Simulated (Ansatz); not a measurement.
A computed series for hypothetical zinc blende BiB: carrier doping

Consider BiB in the zinc blende structure (space group F-43m, No. 216; a = 5.491 Å; a hypothetical phase, not in the database extracts checked).

Carriers are added at fixed cell with a uniform background; the Fermi–Dirac width is that of 300 K.

Method: plane-wave PAW DFT at the r2SCAN level (Ansatz, a quantum-chemistry and plane-wave program, 500 eV), no spin-orbit coupling.

Notes on the quantities. Fermi level from band edge: Fermi level relative to the doped band's edge (positive inside the band; to 0.05 eV).

| electron density (10^21 cm⁻³) | Fermi level from band edge (eV) |
|---|---|
| 1.5 | 0.60 |
| 2 | 0.65 |
| 7 | ? |
| 10 | 1.00 |

Task: Fit E_F = C n^s, fitted as a line in log–log form (a parabolic band gives s = 2/3) to the rows shown and predict the withheld row.

Result: Least squares on the printed values gives C = 0.54 eV, s = 0.27 (largest residual 0.00 eV); this predicts 0.91 eV, and the run gives 0.90 eV, in agreement.

Charged cell with a jellium background: band edges are those of the host's band count, energies are not comparable with the neutral cell, and many-body gap narrowing is missing. Whether these cells are dynamically stable was not tested.
